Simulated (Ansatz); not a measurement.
The cell is made up: elements placed on another compound's structure type, so the phase may be hypothetical.

By PBEsol, the system below comes out a metal.

The ballistic (Sharvin) conductance counts the channels at the Fermi level: G/A = (e²/h) × channels of both spins per area.

Data:

```yaml
crystal:
  lattice:
    - [4.13942, 0.00000, 0.00000]
    - [0.00000, 5.85402, 0.00000]
    - [0.00000, 2.92701, 2.92701]
  atoms:
    - { symbol: Mg, position: [0.00000, 0.00000, 0.00000] }
    - { symbol: Ti, position: [0.50000, 0.00000, 0.50000] }
    - { symbol: Ti, position: [0.50000, 0.50000, 0.50000] }
    - { symbol: Ti, position: [0.00000, 0.50000, 0.00000] }
    - { symbol: N, position: [0.50000, 0.50000, 0.00000] }
```

Space group of this cell: Pm-3m, anti-perovskite. The cell was relaxed by PBE-D3(BJ); by PBEsol its mean pressure is 1.1 GPa.

The current flows along the normal of the first two printed cell vectors. No spin-orbit coupling; the value is a mean over 0.1 eV about the Fermi level.

Task: Give the ballistic conductance per area that PBEsol (Ansatz, a first-principles code) yields.

Result: 0.49 × 10¹⁵ S/m² for both spins.
